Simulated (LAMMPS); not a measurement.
MD of Ni (fcc) at zero pressure, 2048 atoms, as a liquid; each row is its own run.

Computed with classical MD, pair style adp, file Ni.adp, run in LAMMPS.

| T (K) | D(Ni) (cm²/s) |
|---|---|
| 1210 | 3.74e-6 |
| 1380 | 1.01e-5 |
| 1730 | 2.77e-5 |
| 1900 | 4.32e-5 |
| 2160 | 6.31e-5 |
| 2250 | 6.95e-5 |
| 2420 | 9.08e-5 |
| 2760 | 0.000120 |

Task: Fit an Arrhenius law, ln y = a + b / x, to these rows (x is the first column, y the second) and predict the run at x = 1560.

Result: Least squares gives a = -6.2608 and b = -7384. The slope times kB gives an activation energy of 0.64 eV. At x = 1560 the fit predicts 1.68e-5 cm²/s. The run itself gave (1.68 ± 0.02) × 10^-5 cm²/s, so the fit is on it to these digits, within the run's error.

Caution (rows 1210; 1380; 1560; 1730): this liquid lies under the melting point of about 1800 K that EAM-type Ni.adp gives, so it is undercooled.

Errors of D are the spread over four groups of atoms in one short run; a floor of about 5 %, a picked value, is safer.
